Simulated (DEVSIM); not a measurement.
Device: illuminated Si p-on-n cell, one wavelength, at 300 K.

| layer (left to right) | material | thickness (μm) | Nd (cm⁻³) | Na (cm⁻³) | τn (s) | τp (s) | absorption coefficient (cm⁻¹) |
|---|---|---|---|---|---|---|---|
| 1 | Si | 0.0830 | - | 1.3e19 | 3.2e-5 | 3.2e-6 | 16000 |
| 2 | Si | 58.0 | 5e16 | - | 7.2e-5 | 7.2e-5 | 16000 |

Left contact: ohmic, minority electron recombination velocity 100 cm/s. Right contact: ohmic, minority hole recombination velocity 4e5 cm/s. Voltage is applied to the left contact. Recombination: SRH at mid-gap, radiative, Auger. Light enters at the left, 2.1e18 photons cm⁻² s⁻¹, one pass, no reflection. Mobility is μmin + (μ − μmin)/(1 + (N/Nref)^α).

Constants are typed, rounded textbook-type inputs, not results; the design itself was drawn at random and stands for no fabricated device. Values at 300 K.

```tsv
parameter	Si
gap (eV)	1.124
affinity (eV)	4.05
permittivity	11.7
Nc (cm⁻³)	2.86e19
Nv (cm⁻³)	3.1e19
μn (cm²/Vs)	1417
μp (cm²/Vs)	470
μn,min	52
μp,min	45
Nref,n	9.7e16
Nref,p	2.2e17
αn	0.68
αp	0.72
B (cm³/s)	4.7e-15
Cn (cm⁶/s)	2.8e-31
Cp (cm⁶/s)	9.9e-32
```

Model (solved in DEVSIM): 1D drift-diffusion, Boltzmann statistics, complete ionisation; no tunnelling, impact ionisation, image-force lowering or self-heating.

The recombination velocity at the left contact was swept, all else fixed.

```json
[
 {"recombination velocity at the left contact (cm/s)": "10", "dark forward voltage at 1 A/cm² (V)": "0.728", "dark forward voltage at 100 A/cm² (V)": "0.880", "largest power (mW/cm²)": "197", "short-circuit current (mA/cm²)": "334"},
 {"recombination velocity at the left contact (cm/s)": "100", "dark forward voltage at 1 A/cm² (V)": "0.728", "dark forward voltage at 100 A/cm² (V)": "0.880", "largest power (mW/cm²)": "197", "short-circuit current (mA/cm²)": "334"},
 {"recombination velocity at the left contact (cm/s)": "1000", "dark forward voltage at 1 A/cm² (V)": "0.728", "dark forward voltage at 100 A/cm² (V)": "0.879", "largest power (mW/cm²)": "197", "short-circuit current (mA/cm²)": "334"},
 {"recombination velocity at the left contact (cm/s)": "10000", "dark forward voltage at 1 A/cm² (V)": "0.728", "dark forward voltage at 100 A/cm² (V)": "0.878", "largest power (mW/cm²)": "197", "short-circuit current (mA/cm²)": "333"},
 {"recombination velocity at the left contact (cm/s)": "1e5", "dark forward voltage at 1 A/cm² (V)": "0.724", "dark forward voltage at 100 A/cm² (V)": "0.872", "largest power (mW/cm²)": "193", "short-circuit current (mA/cm²)": "329"},
 {"recombination velocity at the left contact (cm/s)": "1e6", "dark forward voltage at 1 A/cm² (V)": "0.717", "dark forward voltage at 100 A/cm² (V)": "0.864", "largest power (mW/cm²)": "184", "short-circuit current (mA/cm²)": "318"},
 {"recombination velocity at the left contact (cm/s)": "1e7", "dark forward voltage at 1 A/cm² (V)": "0.714", "dark forward voltage at 100 A/cm² (V)": "0.863", "largest power (mW/cm²)": "180", "short-circuit current (mA/cm²)": "314"}
]
```

From the first row to the last the dark forward voltage at 1 A/cm² goes from 0.728 to 0.714. From the first row to the last the dark forward voltage at 100 A/cm² goes from 0.880 to 0.863.
